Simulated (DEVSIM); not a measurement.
Structure: Si p+/n-/n+ power diode, at 300 K.

```tsv
layer (left to right)	material	thickness (μm)	Nd (cm⁻³)	Na (cm⁻³)	τn (s)	τp (s)
1	Si	0.960	-	2.7e18	5.6e-7	5.6e-7
2	Si	65.0	1.2e15	-	5.6e-7	5.6e-7
3	Si	2.30	2.7e18	-	5.6e-7	5.6e-7
```

Left contact: ohmic. Right contact: ohmic. Voltage is applied to the left contact. Recombination: SRH at mid-gap. Mobility is constant in doping.

The device is made up for the run: typed textbook-type constants, with dimensions and the other settings drawn at random. Values at 300 K.

```tsv
parameter	Si
gap (eV)	1.124
affinity (eV)	4.05
permittivity	11.7
Nc (cm⁻³)	2.86e19
Nv (cm⁻³)	3.1e19
μn (cm²/Vs)	1417
μp (cm²/Vs)	470
```

DEVSIM, 1D drift-diffusion, Boltzmann statistics, complete ionisation; no tunnelling, impact ionisation, image-force lowering or self-heating.

### Question
Tabulate band edges, carrier densities and field at 0.9 V on the left contact.

### Answer
Energies count from the Fermi level of the right contact; mesh points crowd at the junctions.

```json
[
 {"x (μm)": "0.000", "Ec (eV)": "0.161", "Ev (eV)": "-0.963", "n (cm⁻³)": "< 1e2", "p (cm⁻³)": "2.7e18", "field (V/cm)": "≈ 0"},
 {"x (μm)": "0.05881", "Ec (eV)": "0.161", "Ev (eV)": "-0.963", "n (cm⁻³)": "1.8e14", "p (cm⁻³)": "2.7e18", "field (V/cm)": "≈ 0"},
 {"x (μm)": "0.2436", "Ec (eV)": "0.161", "Ev (eV)": "-0.963", "n (cm⁻³)": "7.3e14", "p (cm⁻³)": "2.7e18", "field (V/cm)": "≈ 0"},
 {"x (μm)": "0.6915", "Ec (eV)": "0.161", "Ev (eV)": "-0.963", "n (cm⁻³)": "2.1e15", "p (cm⁻³)": "2.7e18", "field (V/cm)": "≈ 0"},
 {"x (μm)": "0.9253", "Ec (eV)": "0.161", "Ev (eV)": "-0.963", "n (cm⁻³)": "2.8e15", "p (cm⁻³)": "2.7e18", "field (V/cm)": "≈ 0"},
 {"x (μm)": "0.9679", "Ec (eV)": "0.098", "Ev (eV)": "-1.026", "n (cm⁻³)": "3.3e16", "p (cm⁻³)": "2.3e17", "field (V/cm)": "-27000"},
 {"x (μm)": "1.049", "Ec (eV)": "0.072", "Ev (eV)": "-1.052", "n (cm⁻³)": "8.9e16", "p (cm⁻³)": "8.7e16", "field (V/cm)": "≈ 0"},
 {"x (μm)": "1.539", "Ec (eV)": "0.073", "Ev (eV)": "-1.051", "n (cm⁻³)": "8.8e16", "p (cm⁻³)": "8.7e16", "field (V/cm)": "12"},
 {"x (μm)": "2.985", "Ec (eV)": "0.075", "Ev (eV)": "-1.049", "n (cm⁻³)": "8.6e16", "p (cm⁻³)": "8.5e16", "field (V/cm)": "12"},
 {"x (μm)": "8.192", "Ec (eV)": "0.081", "Ev (eV)": "-1.043", "n (cm⁻³)": "8.2e16", "p (cm⁻³)": "8.0e16", "field (V/cm)": "13"},
 {"x (μm)": "25.61", "Ec (eV)": "0.104", "Ev (eV)": "-1.020", "n (cm⁻³)": "7.3e16", "p (cm⁻³)": "7.2e16", "field (V/cm)": "13"},
 {"x (μm)": "57.86", "Ec (eV)": "0.141", "Ev (eV)": "-0.983", "n (cm⁻³)": "8.6e16", "p (cm⁻³)": "8.4e16", "field (V/cm)": "≈ 0"},
 {"x (μm)": "63.69", "Ec (eV)": "0.146", "Ev (eV)": "-0.978", "n (cm⁻³)": "9.2e16", "p (cm⁻³)": "9.1e16", "field (V/cm)": "≈ 0"},
 {"x (μm)": "65.34", "Ec (eV)": "0.147", "Ev (eV)": "-0.977", "n (cm⁻³)": "9.4e16", "p (cm⁻³)": "9.3e16", "field (V/cm)": "≈ 0"},
 {"x (μm)": "65.86", "Ec (eV)": "0.147", "Ev (eV)": "-0.977", "n (cm⁻³)": "9.5e16", "p (cm⁻³)": "9.4e16", "field (V/cm)": "≈ 0"},
 {"x (μm)": "65.95", "Ec (eV)": "0.131", "Ev (eV)": "-0.993", "n (cm⁻³)": "1.8e17", "p (cm⁻³)": "4.9e16", "field (V/cm)": "-18000"},
 {"x (μm)": "65.99", "Ec (eV)": "0.061", "Ev (eV)": "-1.063", "n (cm⁻³)": "2.7e18", "p (cm⁻³)": "3.3e15", "field (V/cm)": "≈ 0"},
 {"x (μm)": "66.12", "Ec (eV)": "0.061", "Ev (eV)": "-1.063", "n (cm⁻³)": "2.7e18", "p (cm⁻³)": "3.1e15", "field (V/cm)": "≈ 0"},
 {"x (μm)": "66.90", "Ec (eV)": "0.061", "Ev (eV)": "-1.063", "n (cm⁻³)": "2.7e18", "p (cm⁻³)": "2.0e15", "field (V/cm)": "≈ 0"},
 {"x (μm)": "67.87", "Ec (eV)": "0.061", "Ev (eV)": "-1.063", "n (cm⁻³)": "2.7e18", "p (cm⁻³)": "5.6e14", "field (V/cm)": "≈ 0"},
 {"x (μm)": "68.16", "Ec (eV)": "0.061", "Ev (eV)": "-1.063", "n (cm⁻³)": "2.7e18", "p (cm⁻³)": "1.5e14", "field (V/cm)": "≈ 0"},
 {"x (μm)": "68.26", "Ec (eV)": "0.061", "Ev (eV)": "-1.063", "n (cm⁻³)": "2.7e18", "p (cm⁻³)": "< 1e2", "field (V/cm)": "≈ 0"}
]
```
